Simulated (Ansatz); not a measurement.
**Hypothetical P-3m1 Be3As2: response to strain**

Consider Be$_{3}$As$_{2}$ (space group P-3m1, No. 164; a = 3.630 Å, c = 6.010 Å; a hypothetical phase, not in the database extracts checked). Axes: x lies along a and z along c of the hexagonal cell.

Strains are applied to the cell and any free atomic positions relax; under biaxial strain the out-of-plane vector relaxes too.

Levels (all Ansatz, a first-principles code, PAW): PBE (420 eV, spin-orbit coupling left out); PBEsol (420 eV, without spin-orbit coupling).

The base cell above is that of PBE; each level relaxes its own structures.

```tsv
case	shortest interatomic distance, PBE	shortest interatomic distance, PBEsol
biaxial strain −1.44 %, plane normal [001], relaxed out of plane	2.260 Å	2.248 Å
biaxial strain +0.97 %, plane normal [001], relaxed out of plane	2.267 Å	2.255 Å
biaxial strain +3.37 %, plane normal [001], relaxed out of plane	2.273 Å	2.262 Å
uniaxial strain ε_zz = −3.23 %	2.225 Å	2.213 Å
```

PBE lies above PBEsol in every row, by 0.011 Å to 0.012 Å. They put the cases in the same order.

Without a gap, meshes like the base's 15×15×8 leave anisotropic stresses uncertain by several tenths of a GPa, and small strain energies with them. No phonon test of stability was made. All final runs are without spin polarisation.
